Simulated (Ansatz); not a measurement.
The parent structure is Bi₂Se₃ in the Bi2Te3 type structure (space group R-3m, No. 166; a = 4.144 Å, c = 28.445 Å (hexagonal axes)).

(Cell as relaxed with PBE-D3(BJ).)

Levels (all Ansatz, a quantum-chemistry and plane-wave program, PAW, earlier PAW set): PBE-D3(BJ) (420 eV, scalar-relativistic without spin-orbit coupling); r2SCAN+rVV10 (500 eV, no spin-orbit coupling).

Each level relaxes its own structure.

| quantity | PBE-D3(BJ) | r2SCAN+rVV10 |
|---|---|---|
| volume per atom | 28.21 Å³ | ___ |
| lattice parameter a | 4.144 Å | ___ |
| lattice parameter c | 28.445 Å | ___ |
| band gap | 0.16 eV | ___ |
| gap character | direct at Γ | ___ |
| electron mass | 0.095 mₑ | ___ |
| hole mass | 0.096 mₑ along c, 0.13 mₑ across | ___ |

Q: What does r2SCAN+rVV10 give?

A: 
- volume per atom, r2SCAN+rVV10: 29.03 Å³
- lattice parameter a, r2SCAN+rVV10: 4.145 Å
- lattice parameter c, r2SCAN+rVV10: 29.268 Å
- band gap, r2SCAN+rVV10: 0.60 eV
- gap character, r2SCAN+rVV10: direct at Γ
- electron mass, r2SCAN+rVV10: 0.46 mₑ along c, 0.11 mₑ across
- hole mass, r2SCAN+rVV10: 0.39 mₑ along c, 0.24 mₑ across

PBE-D3(BJ)'s volume per atom lies 0.82 Å³ below r2SCAN+rVV10's (2.8 %); PBE-D3(BJ)'s lattice parameter c lies 0.823 Å below r2SCAN+rVV10's (2.8 %); PBE-D3(BJ)'s band gap lies 0.44 eV below r2SCAN+rVV10's; the two agree on the gap character. Neither level is exact; r2SCAN+rVV10 is the comparison here, not a measurement.

Spin-orbit coupling, missing from the scalar runs, can matter with Bi. Effective masses come from finite differences of ±0.01 Å⁻¹. Stability against distortions was not tested. The zero or small gap of Bi2Se3 can change with the level of theory.
